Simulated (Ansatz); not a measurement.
Results of BLYP (plane waves, PAW; Ansatz, an electronic-structure program) for spinel FeAl2O4.

Numerical settings: plane-wave cutoff 520 eV, 12×12×12 k mesh, Fermi–Dirac smearing 0.05 eV, spin-polarised with parallel moments, scalar-relativistic PAW data made under PBE.

The volume scan:

```csv
V (Å³/atom),E − E_lowest (meV/atom),P (GPa)
9.706,9.74,7.98
9.908,2.36,3.79
10.110,0.00,0.01
10.312,2.17,-3.39
10.515,8.41,-6.46
```

Estimate the bulk modulus from the pressures at 9.908 and 10.312 Å³/atom, and compare it with a fit to all energies.

B = −V dP/dV. Between V = 9.908 and 10.312 Å³/atom, dP/dV = (-3.39 − (3.79))/(10.312 − 9.908) = -17.8 GPa per Å³/atom; at the midpoint 10.110 Å³/atom this gives B ≈ 180 GPa. The third-order Birch–Murnaghan fit gives V0 = 10.111 Å³/atom, B0 = 179 GPa, B′ = 4.2, which lies within 1 % of that estimate.

Note: the magnetic order was assumed, not searched for or taken from measurement; functionals without U or exact exchange can leave correlated insulators metallic, so the missing gap need not be real.

Static lattice: no zero-point or thermal effects.

Cost on a shared machine: roughly 30 core-minutes.
